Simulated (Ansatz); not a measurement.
**Pressure series in BC5**

Base system: BC5 (space group I-4m2, No. 119; a cell from a computed database, its experimental status unchecked).

```
BC5
1.0
   -1.25664     1.25664     5.70569
    1.25664    -1.25664     5.70569
    1.25664     1.25664    -5.70569
B C
1 5
Cartesian
  0.00000   1.25664   2.85284
  0.00000   0.00000   9.62971
  0.00000   0.00000   1.78167
  0.00000   0.00000   5.70569
  1.25664   0.00000   4.79254
  1.25664   0.00000   0.91314
```

Cell and atoms are relaxed at each pressure.

Method: Ansatz (a program for electronic structure), PBE, PAW, cutoff 420 eV, spin-orbit coupling left out.

```tsv
pressure (GPa)	volume per atom (Å³/atom)
-2	6.039
-1	6.023
0	6.007
0.3	6.002
0.7	?
1.5	5.983
5	5.929
7.5	5.892
10	5.856
```

Q: Fit the third-order Birch–Murnaghan form P(V) = (3B₀/2)[(V₀/V)^(7/3) − (V₀/V)^(5/3)]·[1 + (3/4)(B₀′ − 4)((V₀/V)^(2/3) − 1)] (squares taken in P) to the rows shown and predict the withheld row.

A: Least squares on the printed values gives V₀ = 6.007 Å³/atom, B₀ = 375 GPa, B₀′ = 3.7; this predicts 5.996 Å³/atom, and the run gives 5.996 Å³/atom, in agreement.

Load acts through the strain it causes; cell and atoms are relaxed under it. Stability against distortions was not tested. Competing high-pressure phases were not computed. The final runs are not spin-polarised. An odd electron count without spin: BC5.
